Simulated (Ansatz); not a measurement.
Bond-angle distributions (per cent of the angles at each element, bins of 10°) of a relaxed model of amorphous Si₁₄Al₁₂O₄₆ at 2.39 g/cm³. The numbers are results of PBE, scalar-relativistic without spin-orbit coupling (plane waves to 420 eV, PAW; Ansatz, a quantum-chemistry and plane-wave program), not measurements.

It comes from a melt-quench run on a machine-learned potential (CHGNet), relaxed afterwards by DFT. O atoms were pushed apart under 1.9 Å during the dynamics, to hinder bonds among them. The hot cell started wider than the set density and was brought back towards it in steps. It is the lowest in DFT energy of 2 quenches. It is a model cell: composition and starting density were chosen by hand, and all elements were melted together. No dispersion term was used. Its density started from a set value of 2.56 and ended at 2.39 g/cm³. The simulated quench (nominally 470 K/ps over its main leg) is rapid and tends to freeze in more defects than a deposited or slowly cooled glass has. A cell of this size samples the disorder only roughly. Volume and shape were free in the relaxation.

Neighbours within Si-Si 2.60 Å, Si-Al 2.55 Å, Si-O 1.98 Å, Al-Al 2.66 Å, Al-O 2.18 Å, O-O 1.58 Å count as bonded. Two cations that share two anions don't count as bonded, nor two that share one unless they lie closer than Si-Si 2.38 Å, Si-Al 2.48 Å, Al-Al 2.59 Å.

| angle (°) | at Si | at Al | at O |
|---|---|---|---|
| 50-60 | 0 | 0 | 0 |
| 60-70 | 0 | 0 | 0 |
| 70-80 | 0 | 4 | 0 |
| 80-90 | 2 | 9 | 0 |
| 90-100 | 4 | 13 | 14 |
| 100-110 | 49 | 22 | 6 |
| 110-120 | 43 | 36 | 7 |
| 120-130 | 2 | 10 | 18 |
| 130-140 | 0 | 1 | 22 |
| 140-150 | 0 | 1 | 12 |
| 150-160 | 0 | 1 | 14 |
| 160-170 | 0 | 0 | 6 |
| 170-180 | 0 | 1 | 1 |

They go with these counts of neighbours within the cut-offs, cation contacts included: Si mean 4.0, most often 4; Al mean 4.1, most often 4; O mean 2.3, most often 2.
